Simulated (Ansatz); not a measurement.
Results of r²SCAN+rVV10 in Ansatz (plane waves, PAW) for CsGeBr₃ (within 0.1 Å of R3m, No. 160, 5 atoms in the cell; start mp-642739).

Run with plane-wave cutoff 560 eV, 6×6×6 k mesh, Fermi–Dirac smearing 0.01 eV, scalar-relativistic PAW data made under PBE.

Cell (relaxed at this level):

```
CsBr3Ge
1.0
    3.98001    -3.91249     0.03869
    3.98001     3.91249     0.03869
   -0.19534     0.00000     5.57919
Cs Ge Br
1 1 3
Direct
  0.89687   0.89687   0.60161
  0.37329   0.37329   0.12546
  0.39938   0.39938   0.58160
  0.39924   0.91701   0.09921
  0.91701   0.39924   0.09921
```

Problem. Estimate the band gap and Γ–Γ gap that the calculation returns.

Solution. 
* **band gap**: 1.18 eV
* **Γ–Γ gap**: 5.92 eV

Spin–orbit coupling is not included.

The computed numbers hold no vibrational or temperature effects.

A start named mp-… is a Materials Project structure, which need not be a measured phase.

Ansatz is an electronic-structure program.
